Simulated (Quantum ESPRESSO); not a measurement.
Checking a run of Quantum ESPRESSO on Cu3Pt (Pm-3m, 4 atoms in the cell). The aim is a self-consistent single point with DFT, LDA (PZ), plane waves, GBRV 1.5 ultrasoft (LDA) pseudopotentials.

Cell that was meant: a = 3.7100 Å, b = 3.7100 Å, c = 3.7100 Å, α = 90.00°, β = 90.00°, γ = 90.00°.

Part of the input:

```fortran
   ecutrho = 400
   occupations = 'smearing'
   smearing = 'gauss'
   degauss = 0.3
/
&ELECTRONS
   conv_thr = 1e-10
```

Output (repeated stretches shortened):

```
     Message from routine setup:
     using ibrav=0 with symmetry is DISCOURAGED, use correct ibrav instead
     G-vector sticks info
   [... lines left out ...]
        k(    2) = (   0.0555556   0.0555556   0.1666667), wk =   0.0658436
        k(    3) = (   0.0555556   0.0555556   0.2777778), wk =   0.0658436
   [... 32 lines left out ...]

     Dense  grid:    46681 G-vectors     FFT dimensions: (  45,  45,  45)

     Smooth grid:    16519 G-vectors     FFT dimensions: (  32,  32,  32)

     Initial potential from superposition of free atoms

     starting charge      69.5000, renormalised to      73.0000

     negative rho (up, down):  1.938E-01 0.000E+00
     Self-consistent Calculation

     iteration #  1     ecut=    50.00 Ry     beta= 0.70

     negative rho (up, down):  1.682E-01 0.000E+00

     total energy              =   -1414.56206303 Ry
     estimated scf accuracy    <      12.83854359 Ry

     iteration #  2     ecut=    50.00 Ry     beta= 0.70

     negative rho (up, down):  1.732E-01 0.000E+00

     total energy              =   -1418.61406947 Ry
     estimated scf accuracy    <      28.21528183 Ry

     iteration #  3     ecut=    50.00 Ry     beta= 0.70

     negative rho (up, down):  1.765E-01 0.000E+00

     total energy              =   -1421.96099209 Ry
     estimated scf accuracy    <       1.06733315 Ry

   [... 11 blocks of this kind left out ...]

     iteration # 15     ecut=    50.00 Ry     beta= 0.70

     negative rho (up, down):  1.754E-01 0.000E+00

     total energy              =   -1422.16937917 Ry
     estimated scf accuracy    <       0.00000001 Ry

     iteration # 16     ecut=    50.00 Ry     beta= 0.70

     negative rho (up, down):  1.754E-01 0.000E+00
     End of self-consistent calculation

     the Fermi energy is    18.7333 ev

!    total energy              =   -1422.16937917 Ry
     estimated scf accuracy    <          1.7E-12 Ry
     smearing contrib. (-TS)   =      -1.41233892 Ry
     internal energy E=F+TS    =   -1420.75704025 Ry

     convergence has been achieved in  16 iterations

     negative rho (up, down):  1.754E-01 0.000E+00

     Forces acting on atoms (cartesian axes, Ry/au):

     atom    1 type  1   force =     0.00000000    0.00000000    0.00000000
   [... zero for the other atoms too ...]

     Total force =     0.000000     Total SCF correction =     0.000000

     negative rho (up, down):  1.754E-01 0.000E+00
          total   stress  (Ry/bohr**3)                   (kbar)     P=      139.78
   0.00095019   0.00000000   0.00000000          139.78        0.00        0.00
   0.00000000   0.00095019   0.00000000            0.00      139.78        0.00
   0.00000000   0.00000000   0.00095019            0.00        0.00      139.78

   JOB DONE.
```

Task: Is this run sound? If not, what is wrong?

Result: The run is not sound. The fault is a smearing width that is far too large. A width of many tenths of an electronvolt moves electrons far across the Fermi level or the gap, and the free energy and its derivatives carry a large smearing term. To fix it, use a width small against the gap or band features. The run converged in 16 iterations without an error; against the sound input the free energy goes down by 2.33 eV/atom and the pressure goes from -13.05 to 13.98 GPa.

An input that runs soundly differs in these lines (not the only fix; some lines may just follow from the change or write a value another way):
```diff
-   degauss = 0.3
+   degauss = 0.0147
```

With that input, the run converged in 23 iterations: free energy E − TS -19340.2862 eV; Fermi level (on the code's own zero) 16.98 eV; pressure -13.05 GPa (DFT, LDA (PZ), plane waves, GBRV 1.5 ultrasoft (LDA) pseudopotentials).

On the sound input: the starting cell comes from a database of published, mostly measured structures (it also holds non-ambient and calculated ones), without a prior relaxation at this level. Spin polarisation is off. With a pressure of about -13 GPa the cell is away from its equilibrium volume at this level.
